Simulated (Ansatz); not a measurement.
composition TiAl, cell Ti24Al24, brought to this temperature after a much hotter stage, at a temperature that wasn't checked against the liquidus, so perhaps supercooled [in the run: it was liquid; mean temperature 1634 K (target 1560 K); density 3.40 g/cm³; mean pressure 0.5 GPa against a target of 0; one k-point, which a denser mesh shifts by 0.1 GPa in pressure and 0.05 eV/Å in forces]. The atoms began on random sites, so units and networks may differ from a laboratory melt's. Bonds are counted up to Al-Al 3.74 Å, Al-Ti 3.90 Å, Ti-Ti 4.14 Å.

What distribution of Ti-Ti-Ti angles does PBE (Ansatz, an electronic-structure program) give?

mean 97°, standard deviation 35°.
(angle (°), p (1/°)): (1.5, 0.0000); (4.5, 0.0000); (7.5, 0.0000); (10.5, 0.0000); (13.5, 0.0000); (16.5, 0.0000); (19.5, 0.0000); (22.5, 0.0000); (25.5, 0.0000); (28.5, 0.0000); (31.5, 0.0001); (34.5, 0.0003); (37.5, 0.0013); (40.5, 0.0034); (43.5, 0.0060); (46.5, 0.0089); (49.5, 0.0110); (52.5, 0.0123); (55.5, 0.0124); (58.5, 0.0121); (61.5, 0.0110); (64.5, 0.0097); (67.5, 0.0083); (70.5, 0.0073); (73.5, 0.0065); (76.5, 0.0064); (79.5, 0.0059); (82.5, 0.0064); (85.5, 0.0072); (88.5, 0.0078); (91.5, 0.0090); (94.5, 0.0096); (97.5, 0.0100); (100.5, 0.0110); (103.5, 0.0110); (106.5, 0.0111); (109.5, 0.0103); (112.5, 0.0105); (115.5, 0.0095); (118.5, 0.0087); (121.5, 0.0079); (124.5, 0.0071); (127.5, 0.0069); (130.5, 0.0064); (133.5, 0.0061); (136.5, 0.0060); (139.5, 0.0059); (142.5, 0.0060); (145.5, 0.0053); (148.5, 0.0053); (151.5, 0.0047); (154.5, 0.0043); (157.5, 0.0038); (160.5, 0.0034); (163.5, 0.0029); (166.5, 0.0023); (169.5, 0.0020); (172.5, 0.0012); (175.5, 0.0007); (178.5, 0.0003)
